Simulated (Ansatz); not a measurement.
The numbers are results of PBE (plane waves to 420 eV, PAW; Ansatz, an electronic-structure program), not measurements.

Planar average of the electrostatic potential across the slab, in eV from the Fermi level, for a constructed model of the (111) surface of fcc Rh, (√3x√3)R30° layer of Se, one a cell, in the other hollow (bottom of the slab: a bare face, its two planes held):

(z (Å), V (eV)): (3.83, 5.16); (4.13, 5.16); (4.42, 5.16); (4.72, 5.16); (5.01, 5.15); (5.31, 5.13); (5.60, 5.08); (5.90, 4.98); (6.19, 4.77); (6.49, 4.30); (6.78, 3.27); (7.08, 0.94); (7.38, -5.75); (7.67, -16.81); (7.96, -24.66); (8.26, -24.18); (8.55, -15.74); (8.85, -5.09); (9.14, -0.40); (9.44, -2.51); (9.73, -11.75); (10.03, -22.00); (10.32, -25.84); (10.62, -21.05); (10.91, -10.50); (11.21, -2.10); (11.50, -1.05); (11.80, -7.14); (12.09, -18.00); (12.39, -25.20); (12.68, -24.09); (12.98, -15.32); (13.27, -4.81); (13.57, -0.49); (13.86, -2.73); (14.16, -12.05); (14.46, -22.18); (14.75, -25.80); (15.04, -20.73); (15.34, -10.09); (15.63, -1.86); (15.93, -0.90); (16.22, -6.89); (16.52, -17.74); (16.81, -25.09); (17.11, -24.18); (17.40, -15.55); (17.70, -5.02); (17.99, -0.56); (18.29, -2.79); (18.58, -12.14); (18.88, -22.25); (19.18, -25.81); (19.47, -20.65); (19.77, -10.10); (20.06, -2.27); (20.36, -0.70); (20.65, -0.22); (20.95, 0.02); (21.24, 0.27); (21.54, 0.98); (21.83, 2.72); (22.12, 3.96); (22.42, 4.42); (22.71, 4.61); (23.01, 4.68); (23.30, 4.71); (23.60, 4.73); (23.89, 4.73); (24.19, 4.73); (24.48, 4.73); (24.78, 4.73); (25.07, 4.73); (25.37, 4.73)

Model: 19-atom slab, 13.3 Å thick at the start, 9x9x1 mesh, Fermi-Dirac 0.1 eV, dipole correction, 6 atoms held, the rest relaxed; start symmetry kept, larger cells not searched; no spin, no spin-orbit, no U. In PBE it lies 0.02 eV a 1x1 cell over the lowest computed structure of the same composition ((√3x√3)R30° layer of Se, one a cell, on the site that continues the host's stacking).

Problem. The surface cell has an area of 19.06 Å². What dipole along the normal does the step between the two vacuum levels imply?

Solution. the top vacuum level lies 0.43 eV below the bottom one; p = −ε₀ A ΔV (ε₀ = 0.005526 e/(V·Å)) gives 0.05 e·Å a cell.
